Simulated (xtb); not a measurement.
xtb 6.7.1, GFN2-xTB: Fc1csc(-c2cccc(-c3sccc3F)c2)c1, 26 atoms. The geometry is a generated start, not checked to be a minimum at this level.

- run flags = --grad
- method = GFN2-xTB
- --acc = 1 (default)
- --etemp (K) = 300 (default)
- basis functions = 92
- valence electrons = 90

```xyz
26

F     -6.0148     0.4834     0.3911
C     -4.6952     0.7150     0.3778
C     -4.1489     1.9444     0.6155
S     -2.4471     1.8792     0.5202
C     -2.4333     0.1861     0.1563
C     -1.1611    -0.5519    -0.0629
C     -1.1870    -1.9226    -0.3555
C     -0.0085    -2.6371    -0.5651
C      1.2269    -1.9943    -0.4863
C      1.3176    -0.6243    -0.1969
C      2.6214     0.0856    -0.1070
S      4.1185    -0.7507    -0.3582
C      5.0596     0.6500    -0.1027
C      4.2798     1.7468     0.1701
C      2.9042     1.4133     0.1644
F      1.9729     2.3475     0.4095
C      0.1052     0.0690     0.0097
C     -3.7378    -0.2914     0.1161
H     -4.6623     2.8683     0.8382
H     -2.1242    -2.4671    -0.4274
H     -0.0515    -3.7000    -0.7909
H      2.1132    -2.5994    -0.6584
H      6.1383     0.6013    -0.1648
H      4.6715     2.7365     0.3637
H      0.1510     1.1296     0.2349
H     -4.0085    -1.3173    -0.0911
```

One run each on 1 thread. Values of broydamp tried: 0.02, 0.05, 0.1, 0.2, 0.4 (default), 0.6, 0.8, 1.

Task: How does the count of SCC iterations change with broydamp, and where is it least?

Result: Fewest SCC iterations, within one of each other: 0.2 with 13, 0.4 (default) with 13, 0.6 with 13, 0.8 with 14. The count rises to 20 at 0.02. All converge to one solution.

```tsv
broydamp	SCC iterations	end
0.02	20	same solution
0.05	18	same solution
0.1	15	same solution
0.2	13	same solution
0.4 (default)	13	same solution
0.6	13	same solution
0.8	14	same solution
1	15	same solution
```
